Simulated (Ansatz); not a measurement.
Consider MgTe in the wurtzite structure (space group P6_3mc, No. 186; a = 4.5609 Å, c = 7.4128 Å). Axes: x lies along a and z along c of the hexagonal cell.

Calculations: PBEsol, PAW, 420 eV (Ansatz, a first-principles code; scalar-relativistic without spin-orbit coupling), earlier PAW set.

Base values:

| Property | Result |
|---|---|
| Electron mass | 0.15 mₑ along c, 0.17 mₑ across (at Γ) |
| Band gap | 2.39 eV |

Now apply this change: uniaxial stress, 3 GPa tension along z; all other stress components relax to zero.

### Question
What happens to the electron mass and band gap?

### Answer
The electron mass becomes 0.13 mₑ along z, 0.18 mₑ across (at Γ) (base: 0.15 mₑ along c, 0.17 mₑ across (at Γ)); the band gap falls by 0.43 eV to 1.96 eV.

With Te present, leaving out spin-orbit coupling can change the band edges. Load acts through the strain it causes; cell and atoms are relaxed under it. Masses are band curvatures over ±0.01 Å⁻¹ around the edge. Beyond what the load breaks, stability against distortions was not tested.
